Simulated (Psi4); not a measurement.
Psi4 1.11, BP86/def2-svp: O=C=[OH+], charge +1, multiplicity 1, 4 atoms. The geometry is a generated start, not checked to be a minimum at this level.

| Quantity | Value |
|---|---|
| task | energy |
| method | bp86 |
| basis | def2-svp |
| memory | 3 GB |
| maxiter | 100 |
| keys of the molecule block | symmetry c1 |
| scf_type | df (default) |
| e_convergence | 1e-06 (default) |
| d_convergence | 1e-06 (default) |
| dft_radial_points | 75 (default) |
| dft_spherical_points | 302 (default) |
| basis functions | 47 |
| grid points | 86668 |

```xyz
4

O      1.6094    -0.2221     0.0031
C      0.5029    -0.1010     0.0523
O     -0.6724    -0.0371     0.2084
H     -1.4400     0.3602    -0.2638
```

Charge 1 and multiplicity 1 are set for this test and not shown to be the ground state.

With the defaults (damping_percentage = 0, diis = true, scf_initial_accelerator = adiis, guess = auto, which took SAD, soscf = false, diis_max_vecs = 10) it converges in 8 SCF iterations. One run each on 2 threads, with these changes:
- scf_initial_accelerator = none
- damping_percentage = 20
- diis_max_vecs = 20
- guess = sap
- guess = core
- damping_percentage = 60, diis = false, scf_initial_accelerator = none
- guess = sadno
- soscf = true
- damping_percentage = 60

Q: Which of these changes keep the SCF from converging, or lead it to another solution?

A: No convergence: damping_percentage = 60; damping_percentage = 60, diis = false, scf_initial_accelerator = none (the run ends without SCF convergence in 100 iterations). The rest reach the solution of the defaults.

```csv
setting,SCF iterations,JK calls,end
soscf = true,7,23,same solution
the defaults,8,9,same solution
scf_initial_accelerator = none,8,9,same solution
diis_max_vecs = 20,8,9,same solution
guess = sap,9,9,same solution
guess = sadno,10,10,same solution
guess = core,12,12,same solution
damping_percentage = 20,18,19,same solution
damping_percentage = 60,100,101,no convergence
"damping_percentage = 60, diis = false, scf_initial_accelerator = none",100,101,no convergence
```

An SOSCF iteration holds several JK calls; a Hückel guess adds calls on atoms.
